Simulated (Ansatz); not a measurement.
System: Al2Cu (I4/mcm, No. 140). Method: PBE (PAW; Ansatz, a quantum-chemistry and plane-wave program).

Settings: plane-wave cutoff 520 eV, 14×14×14 k mesh, Fermi–Dirac smearing 0.05 eV, no spin polarisation, scalar-relativistic PAW data made under PBE.

Cell (relaxed at this level):

```xyz
6
Lattice="-3.0287 3.0287 2.4385 3.0287 -3.0287 2.4385 3.0287 3.0287 -2.4385" Properties=species:S:1:pos:R:3 pbc="T T T"
Al     0.9598     3.9885     0.0000
Al     2.0690     0.9598     0.0000
Al     0.9598     2.0690     2.4385
Al     2.0690    -0.9598     2.4385
Cu     0.0000     0.0000     3.6577
Cu     0.0000     0.0000     1.2192
```

### Question
What does this level give for the bulk modulus and pressure derivative B′ of the bulk modulus?

### Answer

- bulk modulus = 99.8 GPa
- pressure derivative B′ of the bulk modulus = 4.5

The run finds no gap.

Note: the bulk modulus comes from volumes at which shape and atoms were relaxed.
